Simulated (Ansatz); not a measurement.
# Effect of biaxial strain −0.84 %, plane normal [001], relaxed out of plane on TiB2

Start from TiB2 (space group P6/mmm, No. 191; a = 3.0320 Å, c = 3.2244 Å). Axes: x lies along a and z along c of the hexagonal cell.

Perturbation: compressive biaxial strain of 0.84 % in the plane normal to [001], as in epitaxy on a mismatched substrate; the out-of-plane cell vector and the atoms relax.

Method: PBE (Ansatz, a first-principles code, PAW, without spin-orbit coupling). k-mesh 18×18×14 (Γ-centred); smearing 0.05 eV (Fermi–Dirac).

The band gap remains zero and the out-of-plane strain comes out as +0.38 % (rough). The mean in-plane stress (compression positive) comes out as +5.8 GPa (rough).

Without a gap, meshes like the base's 18×18×14 leave anisotropic stresses uncertain by several tenths of a GPa, and small strain energies with them. Whether these cells are dynamically stable was not tested. The final runs are not spin-polarised.
